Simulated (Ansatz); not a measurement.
Data:

```xyz
8
Lattice="4.0756 0.0000 0.0000 0.0000 4.0810 5.7782 0.0000 -4.0810 5.7782" Properties=species:S:1:pos:R:3 pbc="T T T"
P      2.0378    -1.9517     4.3967
P      0.0000     0.0000     1.4441
P      0.0000     0.0000     7.1069
P      2.0378     1.9517     4.3967
In     0.0000    -2.0330     8.6682
Ga     2.0378     0.0000     5.7762
In     2.0378     0.0000    11.5470
In     0.0000     2.0330     8.6682
```

A single point on GaP with a change (x(In) = 0.75, 8 atoms, Amm2), its geometry relaxed with PBEsol.

Level of theory: PBEsol/PAW in Ansatz (a first-principles code), noncollinear with spin-orbit coupling. Settings: 8×5×5 k-points, 0.05 eV Fermi–Dirac smearing.

Problem. Predict the gap character, band gap and pressure.

Solution. 
- Gap character (in this cell's own zone, which can be folded): direct at Γ
- Band gap: 0.53 eV
- Pressure: -0.07 GPa

Single points use the geometry relaxed with PBEsol. Whether these cells are dynamically stable was not tested. The cell was made from GaP by this change: x(In) = 0.75, 8 atoms, Amm2.
